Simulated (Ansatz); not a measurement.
Input and output of a self-consistent single point for Au (Fm-3m, 1 atom in the cell) (Ansatz, a program for electronic structure).

Method of the run: PBE, PAW files (plane waves; Ansatz).

The change in words: lattice scaled by 0.98. Reference geometry:
```xyz
1
Lattice="0.0000 2.0921 2.0921 2.0921 0.0000 2.0921 2.0921 2.0921 0.0000" Properties=species:S:1:pos:R:3 pbc="T T T"
Au     0.0000     0.0000     0.0000
```

Reference input (self-consistent single point, DFT, PBE, plane waves, PAW files): basis.ecutwfc = 420 eV; kpoints.mp_grid.grid = 18 18 18; hamiltonian.xc = pbe; hamiltonian.pseudopotentials = {kind: paw} (the program's default PAW files); scf.occupations.method = fermi_dirac; scf.occupations.width = 0.1 eV. This run's input differs from it in these lines:

```diff
@@ -2,5 +2,5 @@
   lattice:
-    - [0.000000, 2.092110, 2.092110]
-    - [2.092110, 0.000000, 2.092110]
-    - [2.092110, 2.092110, 0.000000]
+    - [0.000000, 2.050268, 2.050268]
+    - [2.050268, 0.000000, 2.050268]
+    - [2.050268, 2.050268, 0.000000]
   atoms:
```

Output (repeated stretches shortened):

```
SCF iter   1: F=—  HF=-13151.452045 eV  |F-HF|=—  |Δ(HF+E_count)|=         —  Δρ=6.69e-2  dr2=8.57e-1  ethr=3.10e-3  ⟨swp⟩=4.1  Hψ=13255  notcnv=0
all-band conjugate gradients solve this SCF's bands
preconditioner: auto → none
SCF iter   2: F=—  HF=-13151.247175 eV  |F-HF|=—  |Δ(HF+E_count)|=   2.05e-1  Δρ=3.06e-2  dr2=1.75e-1  ethr=3.10e-3  ⟨swp⟩=2.0  Hψ=5110  notcnv=0  defer=18
SCF iter   3: F=—  HF=-13151.200317 eV  |F-HF|=—  |Δ(HF+E_count)|=   4.69e-2  Δρ=4.79e-3  dr2=1.63e-3  ethr=9.19e-4  ⟨swp⟩=2.1  Hψ=4401  notcnv=0  defer=18
SCF iter   4: F=—  HF=-13151.201944 eV  |F-HF|=—  |Δ(HF+E_count)|=   1.63e-3  Δρ=5.27e-4  dr2=3.18e-5  ethr=8.60e-6  ⟨swp⟩=2.3  Hψ=4911  notcnv=0  defer=18
SCF iter   5: F=—  HF=-13151.201943 eV  |F-HF|=—  |Δ(HF+E_count)|=   9.48e-7  Δρ=2.60e-5  dr2=5.00e-8  ethr=5.26e-10  ⟨swp⟩=4.7  Hψ=14978  notcnv=0
SCF iter   6: F=-13151.201943 eV  HF=-13151.201943 eV  |F-HF|=1.10e-8  |Δ(HF+E_count)|=   3.55e-8  Δρ=9.02e-6  dr2=1.40e-8  ethr=2.63e-10  ⟨swp⟩=1.1  Hψ=8208  notcnv=0
SCF 1 converged in 6 iterations: F = -13151.201943 eV  dr2 = 1.40e-8
Free energy (F): -13151.201943 eV
Internal energy: -13151.193040 eV  (E = F + TS)
E sigma→0 (E₀):  -13151.197492 eV
Entropy (-TS):   -0.008903 eV (-8.903 meV/atom)
Fermi energy:    20.255410 eV
--- Forces (eV/Å), atoms counted from 1 ---
  atom   1  Au     0.00000000     0.00000000     0.00000000
--- Stress (GPa, compression-positive) ---
        6.642370       0.000000      -0.000000
       -0.000000       6.642370      -0.000000
       -0.000000      -0.000000       6.642370
  P = ⅓ Tr σ = 6.6424 GPa (66.424 kbar)
  The stress holds the Pulay correction. Without it, at fixed plane waves, as pw.x and ABINIT print it: P = 6.5847 GPa
```

The run converged in 6 iterations. Against the reference run the free energy rises by 11.8 meV/atom and the pressure goes from -2.50 to 6.64 GPa.

The starting cell comes from a database of computed structures (which also holds hypothetical and non-ambient phases and stackings), without a prior relaxation at this level. Its lattice was rescaled by a random factor within 2.5 % of one. For this run, on top of that: lattice scaled by 0.98. With a pressure of about 7 GPa the cell is away from its equilibrium volume at this level. Ansatz's pressure includes its estimate of the finite-basis (Pulay) stress.

Keys are those of Ansatz 0.2.
